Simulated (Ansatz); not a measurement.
Cost and result by functional for the adsorption energy of OH on the 1x1 (0001) surface of corundum (cut with top plane Al), one in a 1x1 cell, started at the site 'hollow Al-O-O-O over O at depth 2.3 Å #2', in Ansatz (plane waves, PAW). Single points on the PBE structure, on one kind of machine; costs are rough ratios of the slab run's core time (references not counted) to the cheapest single point. r2SCAN's cost holds its higher cutoff (500 against 420 eV). Differences are taken against r2SCAN for comparison alone: no measured value is at hand, so the table doesn't rank accuracy. The points keep PBE's geometry, so the relaxation of a polaron and the settling of charge on one site are left out.

Host crystal: corundum, with a band gap (PBE, scalar-relativistic without spin-orbit coupling).

Model: 22-atom slab, 6.7 Å thick at the start under the adsorbate (thin: gaps and levels are the slab's own), 6x6x1 mesh, Fermi-Dirac 0.01 eV, dipole correction, 9 atoms held, the rest relaxed; no symmetry held; spin-polarised, ending with about 1.0 μB a cell, a value that depends on the mesh; orders that need a larger cell were not tried, no spin-orbit, no U, no dispersion correction. The slab shows no gap over 0.04 eV on its mesh. At the end it is bonded to Al. In PBE it is, or lies within 0.03 eV of, the lowest of the starts that converged. These notes are the PBE run's. r2SCAN: The program's check for a lower electronic state was not made. Adsorption energies are against H2O(g) − ½ H2(g). A negative adsorption energy means that the adsorbate is more stable on the surface than in its reference.

| functional | relative cost | adsorption energy (eV) | less r2SCAN (eV) |
|---|---|---|---|
| RPBE | 1 | 0.87 | -0.12 |
| r2SCAN | 1 | 0.99 | 0.00 |
| PBE (the relaxed run's value) | – | 0.90 | -0.10 |

The values span 0.12 eV, while the single points' costs differ by a factor of roughly 1. Differences are of unrounded values.

Ansatz is a first-principles code.
